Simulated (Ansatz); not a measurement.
Consider Hf in the hcp (Mg type) structure (space group P6_3/mmc, No. 194; a = 3.1591 Å, c = 4.9999 Å).

Calculations: Kohn–Sham DFT with the PBEsol functional, run in Ansatz (a quantum-chemistry and plane-wave program) with PAW and 420 eV plane waves, without spin-orbit coupling.

Before the change:

The lattice parameter a is 3.159 Å.

Perturbation: a hydrostatic pressure of 2.1 GPa.

**Question.** Estimate the effect on the lattice parameter a.

**Answer.** The lattice parameter a shrinks by 0.020 Å to 3.139 Å.

Load acts through the strain it causes; cell and atoms are relaxed under it. No phonon test of stability was made. All final runs are without spin polarisation.
